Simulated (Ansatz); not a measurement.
Troubleshooting Ansatz (an electronic-structure program): a failed run on VW3 (Pm-3n, 8 atoms in the cell). The aim is a self-consistent single point with DFT, PBE, plane waves, default PAW files.

Cell that was meant: a = 5.0807 Å, b = 5.0807 Å, c = 5.0807 Å, α = 90.00°, β = 90.00°, γ = 90.00°.

Part of the input:

Ansatz 0.2 input:
```yaml
  spin_polarized: true
scf:
  occupations:
    method: mv
    width: 0.2
output:
  forces: true
```

Output (repeated stretches shortened):

```
Error: YAML parse error: error: line 28 column 13: unknown occupation method `mv` (expected fermi_dirac | gaussian | methfessel_paxton | cold | fixed | tetrahedron | tetrahedron_uncorrected | explicit)
  --> <input>:28:13
   |
26 | scf:
27 |   occupations:
28 |     method: mv
   |             ^ unknown occupation method `mv` (expected fermi_dirac | gaussian | methfessel_paxton | cold | fixed | tetrahedron | tetrahedron_uncorrected | explicit)
29 |     width: 0.2
30 | output:
   |
```

**Question.** From the messages shown, name the fault and mend the input.

**Answer.** The fault is a value that the program does not know. The key takes a closed list of words, and names differ between codes. To fix it, use one of the words that the key accepts. The program stopped before any SCF iteration.

The sound input it was made from differs as follows (other fixes are possible):
```diff
-    method: mv
+    method: cold
```

With that input, the run converged in 16 iterations: free energy E − TS (on the zero of these files) -68133.0630 eV; Fermi level (on the code's own zero) 19.21 eV; pressure -10.68 GPa; size of the cell's spin moment 0.00 μB (DFT, PBE, plane waves, default PAW files).

On the sound input: the starting cell was generated: these elements placed on a structure prototype, without a prior relaxation; it need not be a known phase or ordering of this composition. The starting moments vanished: the run ended non-magnetic, which need not be the lowest state. The program warned that a starting moment was not kept. With a pressure of about -11 GPa the cell is away from its equilibrium volume at this level. Ansatz's pressure includes its estimate of the finite-basis (Pulay) stress.
